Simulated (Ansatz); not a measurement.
Consider the following.

```xyz
5
Lattice="5.9001 0.0000 0.0000 0.0000 5.9001 0.0000 0.0000 0.0000 5.9001" Properties=species:S:1:pos:R:3 pbc="T T T"
Li     0.0000     0.0000     0.0000
Pb     2.9500     2.9500     2.9500
Br     0.0000     2.9500     2.9500
Br     2.9500     2.9500     0.0000
Br     2.9500     0.0000     2.9500
```

No spin polarisation.

All numbers come from Ansatz (a quantum-chemistry and plane-wave program), r2SCAN, PAW, cutoff 500 eV, no SOC. k-mesh 6×6×6 (Γ-centred); smearing 0.05 eV (Fermi–Dirac).

Problem. Predict the gap character, hole mass and band gap.

Solution. Gap character: direct at R
Hole mass: 0.16 mₑ (at R)
Band gap: 2.00 eV

Spin-orbit coupling, missing from the scalar runs, can matter with Pb. Effective masses come from finite differences of ±0.01 Å⁻¹. No phonon test of stability was made. The cell was made from CsPbBr3 by this change: Cs → Li; the result is a hypothetical phase, not in the database extracts checked. Many cubic perovskites are stable only at high temperature; tilts and polar distortions were not tested.
